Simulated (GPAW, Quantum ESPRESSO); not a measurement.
A GPAW input for a self-consistent single point of Co (P6_3/mmc, 2 atoms in the cell) (DFT PBE, plane waves, GPAW PAW datasets PBE (gpaw-data 1.0.1)):

```python
from ase import Atoms
from ase.units import GPa
from gpaw import GPAW, PW

atoms = Atoms(['Co', 'Co'],
              cell=[[2.465573, 0.000000, 0.000000],
                    [-1.232786, 2.135249, 0.000000],
                    [0.000000, 0.000000, 4.010685]],
              scaled_positions=[[0.333333, 0.666667, 0.250000],
                                [0.666667, 0.333333, 0.750000]],
              pbc=True)

atoms.set_initial_magnetic_moments([3.0, 3.0])

calc = GPAW(spinpol=True,
            mode=PW(800),
            xc='PBE',
            kpts={'size': (20, 20, 11), 'gamma': True},
            occupations={'name': 'methfessel-paxton', 'width': 0.136, 'order': 0},
            nbands=-8,
            symmetry={'symmorphic': False, 'tolerance': 0.0005},
            maxiter=120,
            txt='-')

atoms.calc = calc

energy = atoms.get_potential_energy()
print('Energy (eV):', round(energy, 6))
forces = atoms.get_forces()
print('Forces (eV/Ang):')
print(forces.round(5))
stress = atoms.get_stress()
print('Stress (GPa, Voigt):', (stress / GPa).round(4))
```

Write the same calculation as an input for Quantum ESPRESSO.

This is the input that was run; spellings and numerical settings could be chosen otherwise.

```fortran
&control
    calculation = 'scf'
    prefix = 'scf'
    outdir = './work'
    pseudo_dir = './'
    tprnfor = .true.
    tstress = .true.
/
&system
    ibrav = 0
    nat = 2
    ntyp = 1
    ecutwfc = 50
    ecutrho = 300
    occupations = 'smearing'
    smearing = 'gauss'
    degauss = 0.0099958
    nspin = 2
    starting_magnetization(1) = 0.333
/
&electrons
    conv_thr = 1.0d-10
    mixing_beta = 0.3
/
ATOMIC_SPECIES
Co    58.9332  Co.pbe-n-rrkjus_psl.1.0.0.UPF
ATOMIC_POSITIONS angstrom
Co    0.00000000    1.42349928    1.00267125
Co    1.23278654    0.71174964    3.00801375
K_POINTS automatic
20 20 11  0 0 0
CELL_PARAMETERS bohr
   4.65925787     0.00000000     0.00000000
  -2.32962894     4.03503568     0.00000000
   0.00000000     0.00000000     7.57909622
```

Basis settings and potentials, where a program has them, do not carry over. This input uses DFT, PBE, plane waves, PSlibrary ultrasoft (PBE) pseudopotentials. Both were run: pressure 7.73 GPa in GPAW and 5.58 in Quantum ESPRESSO; size of the net moment 1.59 μB/atom in GPAW and 1.60 in Quantum ESPRESSO.

On Quantum ESPRESSO: the starting cell comes from a database of computed structures (which also holds hypothetical and non-ambient phases and stackings), without a prior relaxation at this level. Its lattice was rescaled by a random factor within 2.5 % of one. The magnetic order is the one reached from the typed start; others were not searched systematically. With a pressure of about 6 GPa the cell is away from its equilibrium volume at this level.

On GPAW: the starting cell comes from a database of computed structures (which also holds hypothetical and non-ambient phases and stackings), without a prior relaxation at this level. Its lattice was rescaled by a random factor within 2.5 % of one. The magnetic order is the one reached from the typed start; others were not searched systematically. With a pressure of about 8 GPa the cell is away from its equilibrium volume at this level.
